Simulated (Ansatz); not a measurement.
Nb on the Al site (Nb_Al) in metastable zinc-blende AlN: one set of geometries, relaxed with PBE, evaluated in Ansatz (PAW, plane waves to 420 eV, 500 eV under r2SCAN) with PBE, r2SCAN.

Cell and caveats: 64-site cell; 2×2×2 shifted k-points; start: the Al site; charged states image-corrected; corrections pass 1 eV, so highly charged states may be off by several tenths; flagged in the runs: a doubtful potential alignment.

```tsv
quantity	PBE	r2SCAN
host gap (eV)	3.31	(withheld)
ε(+2/+1) above the VBM (eV)	2.38	(withheld)
ε(+1/0) above the VBM (eV)	3.00	(withheld)
ε(0/−1) above the VBM (eV)	not bound	not settled
largest moment on one atom at charge +1 (μB)	0.34	(withheld)
neutral formation energy against fcc Al, bcc Nb (eV)	4.24	(withheld)
largest moment on one atom at charge 0 (μB)	0.54	(withheld)
carrier at charge −1	electron in a host band	not settled
```

### Question
Given the lower rungs, what does r2SCAN give?

### Answer

- host gap (eV), r2SCAN: 3.92
- ε(+2/+1) above the VBM (eV), r2SCAN: 2.57
- ε(+1/0) above the VBM (eV), r2SCAN: 3.30
- largest moment on one atom at charge +1 (μB), r2SCAN: 0.38
- neutral formation energy against fcc Al, bcc Nb (eV), r2SCAN: 4.28
- largest moment on one atom at charge 0 (μB), r2SCAN: 0.61

"Not bound" means that the carrier spreads over host band states in this cell; a shallow level, bound over tens of ångströms, can't be resolved here.

Ansatz is an electronic-structure program.
